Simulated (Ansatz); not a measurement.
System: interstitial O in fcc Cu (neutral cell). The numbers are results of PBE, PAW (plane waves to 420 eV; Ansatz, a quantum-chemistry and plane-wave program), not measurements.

Settings: 32 host sites, the relaxed PBE lattice, a 2×2×2 k-point mesh shifted by half a step, smearing 0.10 eV, spin-restricted, no image-charge correction. No zero-point or tunnelling terms. Sites that were not tried may lie lower.

Barriers: single points on a 4×4×4 k-point mesh shifted by half a step at the bands' geometries.

The step: a direct jump of one O atom. Atoms about the jump, Cartesian Å from the middle of the jump, before and after:

```
atom     x0     y0     z0     x1     y1     z1
----  -----  -----  -----  -----  -----  -----
O1     0.45   0.46   0.46  -0.45  -0.46  -0.46
Cu2    0.45   0.46  -1.55   0.62   0.62  -1.53
Cu3    0.45  -1.55   0.46   0.62  -1.53   0.63
Cu4   -1.55   0.46   0.46  -1.53   0.62   0.62
Cu5   -1.38  -1.37  -1.37  -1.53  -1.53  -1.53
Cu6    2.45   0.46   0.46   2.30   0.47   0.47
Cu7    0.45   2.46   0.46   0.46   2.31   0.47
Cu8    0.45   0.46   2.46   0.46   0.47   2.31
Cu9    2.28  -1.38  -1.37   2.30  -1.38  -1.37
Cu10  -1.38   2.29  -1.37  -1.38   2.30  -1.37
Cu11  -1.38  -1.38   2.29  -1.38  -1.38   2.31
Cu12   0.45  -3.17  -1.40   0.46  -3.21  -1.37
Cu13   0.45  -1.40  -3.17   0.46  -1.38  -3.21
Cu14  -1.40  -3.17   0.46  -1.38  -3.21   0.47
Cu15  -1.40   0.46  -3.17  -1.38   0.47  -3.21
Cu16  -3.18   0.46  -1.40  -3.22   0.47  -1.37
Cu17  -3.18  -1.40   0.46  -3.22  -1.38   0.47
```

Where do these atoms stand at the saddle point, and how high is it?


| atom | x | y | z |
|---|---|---|---|
| O1 | -0.08 | -0.09 | -0.09 |
| Cu2 | 0.58 | 0.58 | -1.69 |
| Cu3 | 0.58 | -1.68 | 0.58 |
| Cu4 | -1.68 | 0.58 | 0.58 |
| Cu5 | -1.34 | -1.34 | -1.34 |
| Cu6 | 2.31 | 0.45 | 0.45 |
| Cu7 | 0.45 | 2.31 | 0.45 |
| Cu8 | 0.45 | 0.45 | 2.31 |
| Cu9 | 2.28 | -1.38 | -1.39 |
| Cu10 | -1.39 | 2.28 | -1.39 |
| Cu11 | -1.39 | -1.38 | 2.28 |
| Cu12 | 0.46 | -3.22 | -1.40 |
| Cu13 | 0.46 | -1.40 | -3.22 |
| Cu14 | -1.40 | -3.22 | 0.46 |
| Cu15 | -1.40 | 0.46 | -3.22 |
| Cu16 | -3.22 | 0.46 | -1.40 |
| Cu17 | -3.22 | -1.40 | 0.46 |
It lies 0.46 eV above the start and 0.21 eV above the end. The saddle point's order was not checked, and it lies on a symmetry element of the cell, where a band can be held.
